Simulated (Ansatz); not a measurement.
Band structure of YSe (Fm-3m, 2 atoms in the cell).

```
CELL_PARAMETERS angstrom
      0.00000     2.87839     2.87839
      2.87839     0.00000     2.87839
      2.87839     2.87839     0.00000
ATOMIC_POSITIONS crystal
  Y  0.50000 0.50000 0.50000
  Se 0.00000 0.00000 0.00000
```

Computed with PBEsol, PAW files made with PBE (plane waves; Ansatz, a quantum-chemistry and plane-wave program).

Settings: kpoints.mp_grid.grid = 8 8 8; hamiltonian.xc = pbesol; hamiltonian.pseudopotentials = {kind: paw} (the program's default PAW files); scf.occupations.method = gaussian; scf.occupations.width = 0.2 eV; kpoints.band_path.npoints = 8.

The starting cell comes from a database of computed structures (which also holds hypothetical and non-ambient phases and stackings), without a prior relaxation at this level.

Levels in eV from the Fermi level, bands 10 to 17:
| point | 10 | 11 | 12 | 13 | 14 | 15 | 16 | 17 |
|---|---|---|---|---|---|---|---|---|
| Γ | -15.11 | -2.99 | -2.99 | -2.99 | -0.20 | -0.20 | -0.20 | 0.57 |
| X | -14.52 | -5.43 | -3.86 | -3.86 | -2.12 | 1.66 | 2.38 | 3.14 |
| W | -14.32 | -5.12 | -5.03 | -5.03 | 0.82 | 0.82 | 2.24 | 2.84 |
| K | -14.34 | -5.33 | -5.25 | -4.38 | -0.53 | 2.57 | 2.64 | 2.81 |
| L | -14.08 | -6.80 | -4.82 | -4.82 | 1.66 | 2.27 | 2.27 | 2.33 |
| U | -14.34 | -5.33 | -5.25 | -4.38 | -0.53 | 2.57 | 2.64 | 2.81 |

Bands cross the Fermi level along this path, so the cell is metallic at this level.

Keys are those of Ansatz 0.2.
